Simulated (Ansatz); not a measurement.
## The (121) surface of alpha gallium in its 1x1 cell, outermost plane spacing 0.31 Å in the ideal cut

Computed with r2SCAN, at the PBE geometry (plane waves to 500 eV, PAW; Ansatz, a first-principles code).

Set-up: 36 atoms, 10.7 Å thick at the start; mesh 6x4x1; 0.1 eV smearing; dipole correction on; single point; on the structure that PBE left under its start's symmetry; no spin, no spin-orbit, no U.

```
Quantity                                              Result
-----------------------------------  -----------------------
surface energy (mean of both faces)                0.88 J/m²
work function of the top face                        4.27 eV
cost                                 roughly 27 core-minutes
```
